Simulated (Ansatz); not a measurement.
Take ZnSe in the zinc blende structure (space group F-43m, No. 216; a = 5.7331 Å) as the base.

Levels (all Ansatz, a program for electronic structure, PAW): PBE (420 eV, without spin-orbit coupling); r2SCAN (500 eV, no SOC); HSE06 (420 eV, without spin-orbit coupling).

Levels that relaxed their own cell: PBE and r2SCAN.

| level | band gap | lattice parameter a |
|---|---|---|
| PBE | 1.15 eV | 5.733 Å |
| r2SCAN | 1.87 eV | 5.665 Å |
| HSE06 | 2.42 eV | – |

Measured: band gap 2.87 eV (static lattice; corrected from measurement; as listed in Wei Chen et al., Physical Review Materials (2018)); lattice parameter a 5.6676 Å (room temperature; as listed in Martin Albrecht, Beate Paulus, Hermann Stoll, Phys. Rev. B (1997)).

Computed minus measured — band gap: PBE -1.72 eV, r2SCAN -1.00 eV, HSE06 -0.45 eV (closest: HSE06); lattice parameter a: PBE +1.2 %, r2SCAN -0.0 % (closest: r2SCAN). Measured values not marked as corrected hold thermal and zero-point effects that the static-lattice runs lack. A measured gap can be an optical one, lowered by exciton binding. Levels without spin-orbit coupling miss its lowering of the gap, often about a third of the valence-band splitting.

Single points use the geometry relaxed with r2SCAN. No phonon test of stability was made.
